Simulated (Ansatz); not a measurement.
# A series of runs on ZrCoNi (Imma, 6 atoms in the cell)

```yaml
crystal:
  lattice:
    - [-2.43000, 2.46821, 3.46833]
    - [2.43000, -2.46821, 3.46833]
    - [2.43000, 2.46821, -3.46833]
  atoms:
    - { symbol: Zr, position: [0.62285, 0.87285, 0.75000] }
    - { symbol: Zr, position: [0.37715, 0.12715, 0.25000] }
    - { symbol: Co, position: [0.50000, 0.50000, 0.00000] }
    - { symbol: Co, position: [0.00000, 0.50000, 0.50000] }
    - { symbol: Ni, position: [0.00000, 0.00000, 0.50000] }
    - { symbol: Ni, position: [0.00000, 0.50000, 0.00000] }
```

Base run A: LDA (PW92), default PAW files made with PBE (Ansatz, an electronic-structure program), self-consistent single point.

Its settings: kpoints.mp_grid.grid = 5 5 5; kpoints.mp_grid.shift = 0.5 0.5 0.5; hamiltonian.xc = lda; hamiltonian.pseudopotentials = {kind: paw} (the program's default PAW files); scf.occupations.method = fermi_dirac; scf.occupations.width = 0.1 eV.

The starting cell comes from a database of computed structures (which also holds hypothetical and non-ambient phases and stackings), without a prior relaxation at this level. Spin polarisation is off. In the base run, with a pressure of about -13 GPa the cell is away from its equilibrium volume at this level. Ansatz's pressure includes its estimate of the finite-basis (Pulay) stress.

ΔF is the free energy per atom less that of run A. 

Run A gave: pressure (GPa) -12.73; largest force (eV/Å) 0.047; iterations 8.

Runs:
- B: scf.mixing.algorithm, scf.mixing.ndim = anderson, default
- C: scf.mixing.algorithm, scf.mixing.ndim = anderson, 4
- D: scf.mixing.algorithm, scf.mixing.ndim = broyden, default
- E: scf.mixing.algorithm, scf.mixing.ndim = broyden, 12
- F: scf.mixing.algorithm, scf.mixing.ndim = msr1, default
- G: scf.mixing.algorithm, scf.mixing.ndim = msr1, 12

Task: Which runs reach the base run's state, and which is quickest in iterations?

Result: Runs B, C, D, E, F, G reached the same state as A (within 1 meV/atom). The fewest iterations to that state were 8 (A); the most were 12.

| run | ΔF (meV/atom) | pressure (GPa) | largest force (eV/Å) | iterations |
|---|---|---|---|---|
| A | 0.00 | -12.73 | 0.047 | 8 |
| B | 0.00 | -12.73 | 0.047 | 12 |
| C | 0.00 | -12.73 | 0.047 | 12 |
| D | 0.00 | -12.73 | 0.047 | 11 |
| E | 0.00 | -12.73 | 0.047 | 11 |
| F | 0.00 | -12.73 | 0.047 | 10 |
| G | 0.00 | -12.73 | 0.047 | 10 |

Keys are those of Ansatz 0.2.
